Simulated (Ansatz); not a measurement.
We consider Re (Fm-3m, No. 225, 1 atom in the cell; start mp-8642; another form than the element's usual one), described by LDA (Ansatz, a program for electronic structure, PAW).

Settings: plane-wave cutoff 520 eV, 24×24×24 k mesh, Fermi–Dirac smearing 0.05 eV, no spin polarisation, scalar-relativistic PAW data made under PBE.

Cell (relaxed at this level):

```
CELL_PARAMETERS angstrom
      0.00000     1.93019     1.93019
      1.93019     0.00000     1.93019
      1.93019     1.93019     0.00000
ATOMIC_POSITIONS crystal
  Re 0.00000 0.00000 0.00000
```

### Question
Estimate the bulk modulus that the calculation returns.

### Answer

- bulk modulus = 403 GPa

Note: the run has no spin polarisation, so it can have missed a magnetic state; the bulk modulus is −V dP/dV from two relaxed cells at ±2 % in volume; the relaxation could not lower the start's symmetry, so the cell can be a saddle point above a distorted one.

Spin–orbit coupling is not included.

A start named mp-… is a Materials Project structure, which need not be a measured phase.
